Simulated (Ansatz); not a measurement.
Ta2O5 (within 0.1 Å of Cmmm, No. 65, 7 atoms in the cell; start mp-1238961), treated with HSE06 (Ansatz, a program for electronic structure, PAW).

Numerical settings: plane-wave cutoff 460 eV, 6×6×4 k mesh (along the axes of the cell as run), Fermi–Dirac smearing 0.01 eV, scalar-relativistic PAW data made under PBE.

Cell (relaxed with PBEsol):

Ta2O5 has the orthorhombic space group Cmmm (No. 65), Pearson symbol oS14. Conventional cell: a = 3.839 Å, b = 13.008 Å, c = 3.860 Å, α = 90.00°, β = 90.00°, γ = 90.00°. Ta on 4i sees 5 O at 1.900–1.986 Å and 1 O at 2.197 Å. O1 on 4j sees 2 Ta at 1.930 Å (linear). O2 on 4i is surrounded by 2 Ta at 1.986 Å and 1 Ta at 2.197 Å. O3 on 2a sees 2 Ta at 1.900 Å (linear). (Neighbours: up to the widest gap in distance over summed covalent radii, below 1.35, at either atom; cation-cation and far metal-metal contacts left out.)
(The calculation used a cell of 7 atoms; values per cell refer to that cell.)

Q: What does this level give for the band gap and smallest direct gap on the k points sampled?

A: 
- band gap: 3.65 eV (on the SCF k mesh)
- smallest direct gap on the k points sampled: 4.24 eV

Note: cell and atoms aren't relaxed at this level (largest force component 0.16 eV/Å, pressure -0.9 GPa).

Spin–orbit coupling is not included.

The computed numbers hold no vibrational or temperature effects.

Computing time: very roughly 4 core-minutes.

A start named mp-… is a Materials Project structure, which need not be a measured phase.
